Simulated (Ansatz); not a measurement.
Start from YAs in the zinc blende structure (space group F-43m, No. 216; a = 6.3909 Å; a hypothetical phase, not in the database extracts checked).

Level of theory: PBEsol/PAW in Ansatz (a program for electronic structure), no spin-orbit coupling.

Before the change:

```
Quantity       Value
--------  ----------
Band gap     1.48 eV
Density   4.17 g/cm³
```

It is then changed as follows: every As is replaced by Sb, then cell and atoms are relaxed.

Q: What does the calculation give for the electron mass after the change?

A: The electron mass amounts to 2.0 mₑ along k, 2.8 mₑ across (at X).

Q: How does this affect the band gap?

A: The band gap decreases by 0.12 eV (1.48 eV → 1.36 eV).

Q: How does this affect the density?

A: The density increases by 0.17 g/cm³ to 4.34 g/cm³.

Spin-orbit coupling, missing from the scalar runs, can matter with Sb. Masses are band curvatures over ±0.01 Å⁻¹ around the edge. Along k means along the line from Γ to the band edge. No phonon test of stability was made. As relaxed here, YSb is a hypothetical phase, not in the database extracts checked.
